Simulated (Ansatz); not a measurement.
## SiS2: response to strain

Base system: SiS₂ (space group Ibam, No. 72; made of chains).

```yaml
crystal:
  lattice:
    - [-3.19356, 5.56298, 2.79607]
    - [3.19356, -5.56298, 2.79607]
    - [3.19356, 5.56298, -2.79607]
  atoms:
    - { symbol: S, position: [0.89640, 0.81906, 0.71546] }
    - { symbol: S, position: [0.39640, 0.68094, 0.07735] }
    - { symbol: S, position: [0.60360, 0.31906, 0.92265] }
    - { symbol: S, position: [0.10360, 0.18094, 0.28454] }
    - { symbol: Si, position: [0.75000, 0.75000, 0.00000] }
    - { symbol: Si, position: [0.25000, 0.25000, 0.00000] }
```

Cartesian axes are those of the cell as printed.

Strains are applied to the cell and any free atomic positions relax; under biaxial strain the out-of-plane vector relaxes too; under stress the whole cell relaxes.

Method: Kohn–Sham DFT with the PBE functional, run in Ansatz (an electronic-structure program) with PAW and 420 eV plane waves, no spin-orbit coupling, earlier PAW set.

```json
[
 {"case": "base", "smallest direct gap": "3.43 eV", "volume per atom": "33.12 Å³", "band gap": "3.10 eV"},
 {"case": "biaxial strain −0.55 %, plane normal [001], relaxed out of plane", "smallest direct gap": "3.42 eV", "volume per atom": "32.76 Å³", "band gap": "3.09 eV"},
 {"case": "isotropic strain −2.71 %", "smallest direct gap": "(withheld)", "volume per atom": "30.50 Å³", "band gap": "(withheld)"},
 {"case": "uniaxial stress, 2 GPa compression along z", "smallest direct gap": "3.41 eV", "volume per atom": "32.63 Å³", "band gap": "3.06 eV"}
]
```

Complete the table.


- isotropic strain −2.71 %, smallest direct gap: 3.33 eV
- isotropic strain −2.71 %, band gap: 3.00 eV

A biaxial case was relaxed in a doubled cell and then solved in the primitive one. Stability under load was not tested beyond the relaxation. No dispersion term is included, though the crystal is made of layers, chains or molecules, so its spacings can come out too wide.
